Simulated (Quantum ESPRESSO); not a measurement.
Parameter sweep on Li2SiSnS4 (I-42m, 8 atoms in the cell)

```
CELL_PARAMETERS angstrom
     -3.23523     3.23523     3.86442
      3.23523    -3.23523     3.86442
      3.23523     3.23523    -3.86442
ATOMIC_POSITIONS crystal
  Li 0.25000 0.75000 0.50000
  Li 0.75000 0.25000 0.50000
  Si 0.50000 0.50000 0.00000
  Sn 0.00000 0.00000 0.00000
  S  0.46631 0.46631 0.61602
  S  0.53369 0.14971 0.00000
  S  0.85029 0.85029 0.38398
  S  0.14971 0.53369 0.00000
```

Base run A: PBEsol, GBRV 1.5 ultrasoft (PBESOL) pseudopotentials (Quantum ESPRESSO), self-consistent single point.

Its settings: ecutwfc = 40 Ry; ecutrho = 200 Ry; occupations = fixed; K_POINTS = automatic 7 7 7 1 1 1; nbnd = 28; conv_thr = 1e-10 Ry; mixing_beta = 0.3.

The starting cell comes from a database of computed structures (which also holds hypothetical and non-ambient phases and stackings), without a prior relaxation at this level. The shifted mesh does not hold Γ, so a gap read on it misses any band edge there.

ΔF is the free energy per atom less that of run A. 

```csv
run,K_POINTS,ΔF (meV/atom),pressure (GPa),largest force (eV/Å),gap on the mesh (eV),k-points
A,automatic 7 7 7 1 1 1,0.00,-2.06,0.052,1.821,40
B,automatic 4 4 4 1 1 1,-0.61,-2.07,0.056,1.875,11
C,automatic 5 5 5 1 1 1,0.09,-2.06,0.051,1.965,18
D,automatic 6 6 6 1 1 1,0.01,-2.06,0.052,1.839,28
```

Run C against A: The free energy stays essentially unchanged (within 1 meV/atom), the pressure stays at -2.06 GPa, the largest force moves little (0.052 to 0.051 eV/Å) and the gap on the mesh goes from 1.821 to 1.965 eV.

Run D against A: The free energy is nearly the same (within 1 meV/atom), the pressure stays at -2.06 GPa, the largest force stays at 0.052 eV/Å and the gap on the mesh goes from 1.821 to 1.839 eV.
